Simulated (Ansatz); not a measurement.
Response to strain in SiC

The reference is SiC (space group P6_3mc, No. 186; a = 3.0781 Å, c = 10.0760 Å). Axes: x lies along a and z along c of the hexagonal cell.

Strains are applied to the cell and any free atomic positions relax; under biaxial strain the out-of-plane vector relaxes too.

Computed with PBEsol (Ansatz, a first-principles code; PAW; 420 eV plane waves; without spin-orbit coupling).

Notes on the quantities. pressure: mean of the normal stresses, compression positive.

| variant | smallest direct gap | shortest interatomic distance | pressure |
|---|---|---|---|
| base | 3.24 eV | 1.883 Å | -0.1 kbar |
| biaxial strain +1.50 %, plane normal [001], relaxed out of plane | 3.25 eV | 1.892 Å | -56.3 kbar |
| biaxial strain +2.25 %, plane normal [001], relaxed out of plane | (withheld) | 1.893 Å | (withheld) |
| biaxial strain +3.00 %, plane normal [001], relaxed out of plane | 3.11 eV | 1.894 Å | -105.5 kbar |

Problem. Fill in the withheld entries from the trend.

Solution. 
- biaxial strain +2.25 %, plane normal [001], relaxed out of plane, smallest direct gap: 3.18 eV
- biaxial strain +2.25 %, plane normal [001], relaxed out of plane, pressure: -81.7 kbar

Whether these cells are dynamically stable was not tested.
